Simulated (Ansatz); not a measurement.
Functionals compared on the (31-42) surface of hcp Sc in its 1x1 cell, outermost plane spacing 0.25 Å in the ideal cut (one of several cuts of this face), in Ansatz (plane waves, PAW). The structure was relaxed with PBE; the other rows are single points on it, each with its references at the same level. Cutoff 420 eV (500 eV for r2SCAN).

Set-up: 28 atoms, 10.2 Å thick at the start (thin: gaps and levels are the slab's own); mesh 5x5x1; 0.1 eV smearing; dipole correction on; all atoms relaxed; start symmetry kept, larger cells not searched; no spin, no spin-orbit, no U. These notes are the PBE run's.

```json
[
 {"functional": "PBE", "surface energy (J/m²)": "1.30", "work function of the top face (eV)": "3.15", "rough cost of the single point": "–"},
 {"functional": "LDA", "surface energy (J/m²)": "1.47", "work function of the top face (eV)": "3.31", "rough cost of the single point": "very roughly 6 core-minutes"},
 {"functional": "PBEsol", "surface energy (J/m²)": "1.41", "work function of the top face (eV)": "3.19", "rough cost of the single point": "around 5 core-minutes (rough)"},
 {"functional": "RPBE", "surface energy (J/m²)": "1.20", "work function of the top face (eV)": "3.05", "rough cost of the single point": "about 6 core-minutes (a rough figure)"},
 {"functional": "r2SCAN", "surface energy (J/m²)": "___", "work function of the top face (eV)": "___", "rough cost of the single point": "around 13 core-minutes (rough)"}
]
```

Problem. Complete the blanks.

Solution. 
- r2SCAN, surface energy (J/m²): 1.39
- r2SCAN, work function of the top face (eV): 3.17

Ansatz is a program for electronic structure.
